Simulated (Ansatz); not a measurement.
## (Zn,Ti)O: TiZn3O4

A 16-atom cell of (Zn,Ti)O started in the rock salt structure, site fractions Zn 0.750, Ti 0.250, short-range order -0.11 in the first shell of the mixed sites (0 is random, a negative value favours unlike neighbours), space group P1 at the end.

Computed with PBE (plane waves to 420 eV, PAW; Ansatz, a program for electronic structure). Scalar-relativistic, without spin–orbit coupling; the runs are not spin-polarised. Its k-point mesh 5×5×5, Fermi–Dirac width 0.05 eV.

The volume per atom is 12.91 Å³ and the O–Zn bonds is 2.034 Å on average, from 1.905 to 2.184 (18). The O–Ti bonds is 2.006 Å on average, from 1.907 to 2.216 (12). The check of the structure type comes out as not passed: over a tenth of the atoms count other neighbours than the ideal type within 1.2 times their shortest bond (scaled by covalent radii), so no mixing enthalpy is given.

```
CELL_PARAMETERS angstrom
      0.21796     4.06274     4.27243
      5.37276    -1.09082     5.37094
      4.27708     4.27962    -0.00139
ATOMIC_POSITIONS crystal
  Ti 0.03711 0.94310 0.07290
  Ti 0.03732 0.94303 0.57283
  Zn 0.84089 0.47932 0.90231
  Zn 0.84086 0.47932 0.40242
  Zn 0.39610 0.16182 0.03343
  Zn 0.39606 0.16192 0.53343
  Zn 0.41044 0.59247 0.81118
  Zn 0.41051 0.59246 0.31107
  O  0.14069 0.22720 0.37848
  O  0.14066 0.22720 0.87851
  O  0.30420 0.89296 0.21367
  O  0.30418 0.89298 0.71365
  O  0.78517 0.03853 0.40056
  O  0.78517 0.03854 0.90060
  O  0.08533 0.66457 0.18747
  O  0.08530 0.66458 0.68749
```
